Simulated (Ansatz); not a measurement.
```xyz
3
Lattice="0.0000 2.8593 2.8593 2.8593 0.0000 2.8593 2.8593 2.8593 0.0000" Properties=species:S:1:pos:R:3 pbc="T T T"
Cu     4.2890     4.2890     4.2890
Cu     1.4297     1.4297     1.4297
Se     0.0000     0.0000     0.0000
```

The cell is a database entry relaxed within its symmetry; it need not be the phase found at ambient conditions. At this level the gap is small or closed, and a narrow smearing was used. Dynamical quadrupoles are not included in the interpolation of the phonons between the solved wave vectors.

**Question.** This cell was relaxed within its symmetry with PBEsol in Ansatz (a first-principles code). Can a quasi-harmonic thermal-expansion study be run on it?

**Answer.** No: one of the study's cells has modes far below zero and is most likely at no minimum at this level, though too few k-points were not ruled out (phonon / k mesh 4×4×4 / 12×12×12, smearing 0.03 eV). The program stopped with this message:

```
vibrations stand at or below zero in cell 4 (1.688 modes a cell, the lowest at -64.5 cm⁻¹): the crystal is at no minimum there, or its k-points are too few: type the crystal that it becomes, another pressure, or a denser kpoints.mp_grid, in a new run
```

The PAW data sets were generated under PBE and serve the other functionals too.

Keys are those of Ansatz 0.2.
